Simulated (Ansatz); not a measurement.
We consider LaN (model structure, started from the zincblende type, F-43m, No. 216, 2 atoms in the cell), described by LDA (Ansatz, a quantum-chemistry and plane-wave program, PAW).

Settings: plane-wave cutoff 520 eV, 10×10×10 k mesh, Fermi–Dirac smearing 0.01 eV, scalar-relativistic PAW data made under PBE.

Cell (relaxed at this level):

Space group F-43m (No. 216); a = b = c = 5.505 Å, α = β = γ = 90.00°

```json
[
 {"atom": "N", "site": "4c", "symmetry": "-43m", "x": "0.2500", "y": "0.2500", "z": "0.2500"},
 {"atom": "La", "site": "4a", "symmetry": "-43m", "x": "0.0000", "y": "0.0000", "z": "0.0000"}
]
```
(The calculation used a cell of 2 atoms; values per cell refer to that cell.)

### Question
Estimate the band gap, Γ–Γ gap and bulk modulus B0 that the calculation returns.

### Answer

- band gap: 1.02 eV (on the SCF k mesh)
- Γ–Γ gap: 3.19 eV
- bulk modulus B0: 96.7 GPa

Note: the bulk modulus is −V dP/dV from two relaxed cells at ±2 % in volume; the relaxation could raise the start's symmetry but not lower it, so the cell can be a saddle point.

Spin–orbit coupling is not included.

Computed values are for the static lattice.

Computing time: roughly 11 core-seconds.

A model structure was made by putting elements into a prototype or built by hand; it is no filed structure, need not be a known phase, and can be a saddle point held by its symmetry.
